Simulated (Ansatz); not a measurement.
Take B (space group R-3m, No. 166; a = 4.8983 Å, c = 12.5127 Å (hexagonal axes)) as the base. Axes: x lies along a and z along c of the hexagonal cell.

Method: r2SCAN (Ansatz, an electronic-structure program), no spin-orbit coupling, earlier PAW set.

The change: uniaxial strain ε_xx = −4.37 %, all other strain components held at zero; the atoms relax in the strained cell.

### Question
Predict the stress tensor and what it implies for the stiffness.

### Answer
Stress of the strained cell less that of the base (GPa, compression positive):
```
  25.31    0.00    0.00
   0.00    4.37    1.17
   0.00    1.17    2.06
```

Then −Δσ_ii/ε with ε = -0.0437 gives secant stiffness values (nonlinear terms included at this strain): C11 ≈ 579 GPa, C12 ≈ 100 GPa and C13 ≈ 47 GPa.

As a check, the harmonic strain energy −½ V₀ Δσ:ε is 25 meV/atom; the computed energy rise is 23 meV/atom.

Stability against distortions was not tested.
